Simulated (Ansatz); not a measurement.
Consider InP in the CsCl type structure (space group Pm-3m, No. 221; a = 3.449 Å; a hypothetical phase, not in the database extracts checked).

(Cell as relaxed with PBE.)

Levels (all Ansatz, an electronic-structure program, PAW): PBE (420 eV, scalar-relativistic without spin-orbit coupling); PBEsol (420 eV, no spin-orbit coupling).

Each level relaxes its own structure.

| quantity | PBE | PBEsol |
|---|---|---|
| volume per atom | 20.51 Å³ | … |
| lattice parameter a | 3.449 Å | … |
| band gap | zero | … |

What does PBEsol give?


- volume per atom, PBEsol: 19.45 Å³
- lattice parameter a, PBEsol: 3.388 Å
- band gap, PBEsol: zero

PBE's volume per atom lies 1.06 Å³ above PBEsol's (5.4 %); PBE's lattice parameter a lies 0.0603 Å above PBEsol's (1.8 %); the two agree on the band gap. Neither level is exact; PBEsol is the comparison here, not a measurement.

Whether these cells are dynamically stable was not tested. The final runs are not spin-polarised.
